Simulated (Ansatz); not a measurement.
Related cells compared by their Bader charge of Cl.

Cell A: NaCl (rock salt, Fm-3m), 2 atoms in the cell, k-point mesh 10×10×10 on the run's own vectors.
Space group Fm-3m (No. 225); a = 5.6950 Å, b = 5.6950 Å, c = 5.6950 Å, α = 90.00°, β = 90.00°, γ = 90.00°

```json
[
 {"atom": "Na", "site": "4a", "symmetry": "m-3m", "x": "0.0000", "y": "0.0000", "z": "0.0000"},
 {"atom": "Cl", "site": "4b", "symmetry": "m-3m", "x": "0.5000", "y": "0.5000", "z": "0.5000"}
]
```
(The calculation used a cell of 2 atoms; values per cell refer to that cell.)

Cell B: AgCl (rock salt, Fm-3m), 2 atoms in the cell, k-point mesh 10×10×10 on the run's own vectors.
```cif
data_AgCl
_chemical_formula_sum 'Ag1 Cl1'
_space_group_name_H-M_alt 'P 1'
_space_group_IT_number 1
_cell_length_a 3.96925
_cell_length_b 3.96925
_cell_length_c 3.96925
_cell_angle_alpha 60.000
_cell_angle_beta 60.000
_cell_angle_gamma 60.000
loop_
_space_group_symop_operation_xyz
  'x, y, z'
loop_
_atom_site_label
_atom_site_type_symbol
_atom_site_fract_x
_atom_site_fract_y
_atom_site_fract_z
_atom_site_occupancy
Ag1 Ag 0.00000 0.00000 0.00000 1
Cl1 Cl 0.50000 0.50000 0.50000 1
```

Computed with Ansatz (plane waves, PAW), its PAW set soft_1, cutoff 420 eV, 500 eV for r2SCAN. The structures are at rest with PBE; other levels are single points on them. HSE06 runs on coarser k-point meshes. Neutral cells; Fermi-Dirac smearing of at most 0.05 eV in the solids, energies taken to zero width. The lattices are those relaxed with PBE, so at other levels the solids can be strained, which adds to the spread. A dispersion term ran beside these levels; it doesn't touch the electrons. Electrons of density maxima off the nuclei are shared among the atoms. Mean over the atoms, with the range where they differ; positive means electrons lost.

Problem. What does PBE give for the Bader charge of Cl of each cell (e)?

Solution. 
| cell | PBE |
|---|---|
| A | -0.87 |
| B | -0.58 |

With PBE the value of B exceeds that of A by 0.29 e.

Problem. How do the other levels compare?

Solution. 
| system | r2SCAN | HSE06 |
|---|---|---|
| A | -0.89 | -0.88 |
| B | -0.63 | -0.63 |

With r2SCAN the value of B exceeds that of A by 0.26 e. With HSE06 the value of B exceeds that of A by 0.25 e.

Ansatz is an electronic-structure program.
